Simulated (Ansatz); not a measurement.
## Rh, response to strain

Start from Rh in the fcc (Cu type) structure (space group Fm-3m, No. 225; relaxed with 0.1 eV smearing).

```xyz
1
Lattice="0.0000 1.8908 1.8908 1.8908 0.0000 1.8908 1.8908 1.8908 0.0000" Properties=species:S:1:pos:R:3 pbc="T T T"
Rh     0.0000     0.0000     0.0000
```

Cartesian axes are those of the cell as printed.

Strains are applied to the cell and any free atomic positions relax; under biaxial strain the out-of-plane vector relaxes too.

Calculations: PBEsol, PAW, 420 eV (Ansatz, a first-principles code; spin-orbit coupling left out).

Notes on the quantities. energy relative to the base: free energy F.

```csv
"biaxial strain, plane normal [001], relaxed out of plane (%)",energy relative to the base (meV/atom)
0,0.0
0.5,1.0
1,4.0
1.5,8.8
2,15.3
2.5,?
3,33.3
```

Q: Fit ΔE = Aε² + Bε³ (ε in %) to the rows shown and predict the withheld row.

A: Least squares on the printed values gives A = 4.10 and B = -0.13 meV/atom (largest residual 0.0 meV/atom); this predicts 23.5 meV/atom, and the run gives 23.5 meV/atom, in agreement.

Whether these cells are dynamically stable was not tested. The final runs are not spin-polarised. Rh lies near a magnetic instability that expansion can trigger; it was not tested.
